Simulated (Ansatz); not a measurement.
Worked example: self-consistent single point of Be (P6/mmm, 3 atoms in the cell) in Ansatz (an electronic-structure program).

Computed with RPBE-D3BJ-ATM, default PAW files made with PBE (plane waves; Ansatz).

```xyz
3
Lattice="3.5816 0.0000 0.0000 -1.7908 3.1018 0.0000 0.0000 0.0000 2.1784" Properties=species:S:1:pos:R:3 pbc="T T T"
Be     0.0000     0.0000     0.0000
Be     0.0000     2.0679     1.0892
Be     1.7908     1.0339     1.0892
```

Reference input (self-consistent single point, DFT, PBE, plane waves, default PAW files): kpoints.mp_grid.grid = 9 9 12; hamiltonian.xc = pbe; hamiltonian.pseudopotentials = {kind: paw} (the program's default PAW files); scf.occupations.method = fermi_dirac; scf.occupations.width = 0.1 eV. This run's input differs from it in these lines:

Ansatz 0.2 input:
```diff
@@ -13,3 +13,4 @@
 hamiltonian:
-  xc: pbe
+  xc: rpbe
+  dispersion: d3bjatm
   pseudopotentials:
```

Output (repeated stretches shortened):

```
SCF iter   1: F=—  HF=-284.278761 eV  |F-HF|=—  |Δ(HF+E_count)|=         —  Δρ=2.72e-3  dr2=1.52e-3  ethr=1.77e-3  ⟨swp⟩=5.4  Hψ=4526  notcnv=0
all-band conjugate gradients solve this SCF's bands
preconditioner: auto → none
SCF iter   2: F=—  HF=-284.278738 eV  |F-HF|=—  |Δ(HF+E_count)|=   2.24e-5  Δρ=1.66e-3  dr2=5.70e-4  ethr=2.54e-5  ⟨swp⟩=1.1  Hψ=1271  notcnv=0
SCF iter   3: F=—  HF=-284.278590 eV  |F-HF|=—  |Δ(HF+E_count)|=   1.49e-4  Δρ=1.07e-4  dr2=5.09e-6  ethr=9.50e-6  ⟨swp⟩=1.4  Hψ=683  notcnv=0
SCF iter   4: F=—  HF=-284.278379 eV  |F-HF|=—  |Δ(HF+E_count)|=   2.11e-4  Δρ=2.58e-5  dr2=7.06e-8  ethr=1.67e-9  ⟨swp⟩=2.7  Hψ=2085  notcnv=0
iter 5 did not close the SCF: its close was put off for the readings that it lacked (scf_convergence_deferred on its scf_iter line)
SCF iter   5: F=-284.278379 eV  HF=-284.278379 eV  |F-HF|=5.45e-10  |Δ(HF+E_count)|=   1.88e-7  Δρ=3.00e-6  dr2=2.37e-9  ethr=1.18e-9  ⟨swp⟩=2.0  Hψ=788  notcnv=0
SCF iter   6: F=-284.278379 eV  HF=-284.278379 eV  |F-HF|=4.55e-13  |Δ(HF+E_count)|=  2.13e-10  Δρ=1.42e-7  dr2=3.37e-12  ethr=3.96e-11  ⟨swp⟩=1.2  Hψ=1676  notcnv=0
SCF 1 converged in 6 iterations: F = -284.278379 eV  dr2 = 3.37e-12
Free energy (F): -284.278379 eV
Internal energy: -284.261143 eV  (E = F + TS)
E sigma→0 (E₀):  -284.269761 eV
Entropy (-TS):   -0.017235 eV (-5.745 meV/atom)
Fermi energy:    8.712476 eV
--- Forces (eV/Å), atoms counted from 1 ---
  atom   1  Be     0.00000000    -0.00000000     0.00000000
   [... zero for the other atoms too ...]
--- Stress (GPa, compression-positive) ---
      -22.368115      -0.000000       0.000000
       -0.000000     -22.368115       0.000000
        0.000000       0.000000     -18.249401
  P = ⅓ Tr σ = -20.9952 GPa (-209.952 kbar)
  The stress holds the Pulay correction. Without it, at fixed plane waves, as pw.x and ABINIT print it: P = -21.0481 GPa
```

The run converged in 6 iterations. Against the reference run the pressure goes from -0.03 to -21.00 GPa.

The starting cell was generated: these elements placed on a structure prototype, without a prior relaxation; it need not be a known phase or ordering of this composition. With a pressure of about -21 GPa the cell is away from its equilibrium volume at this level. Ansatz's pressure includes its estimate of the finite-basis (Pulay) stress.
